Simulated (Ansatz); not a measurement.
System: rock-salt LaS. Method: PBEsol-D3(BJ) in Ansatz (plane waves, PAW).

Numerical settings: plane-wave cutoff 520 eV, 16×16×16 k mesh, Fermi–Dirac smearing 0.05 eV, scalar-relativistic PAW data made under PBE.

Cell (relaxed at this level):

LaS has the cubic space group Fm-3m (No. 225), the rock salt structure, Pearson symbol cF8. Lattice parameters: a = 5.7409 Å, b = 5.7409 Å, c = 5.7409 Å, α = 90.00°, β = 90.00°, γ = 90.00°. La on 4a has 6 S at 2.870 Å (octahedral). S on 4b has 6 La at 2.870 Å (octahedral). (Neighbours: up to the widest gap in distance over summed covalent radii, below 1.35, at either atom; cation-cation and far metal-metal contacts left out.)
(The calculation used a cell of 2 atoms; values per cell refer to that cell.)

Task: Give the computed bulk modulus B0 and pressure derivative B′ of the bulk modulus.

Result: 
* **bulk modulus B0**: 97.4 GPa
* **pressure derivative B′ of the bulk modulus**: 4.5

The run finds no gap.

Note: the relaxation could not lower the start's symmetry, so the cell can be a saddle point above a distorted one; the volume lies 5 % below that of the published cell.

Spin–orbit coupling is not included; it can open a gap where bands touch, and shift volumes and moduli.

Computed values are for the static lattice.

Cost on a shared machine: around 70 core-seconds (rough).

Ansatz is a quantum-chemistry and plane-wave program.
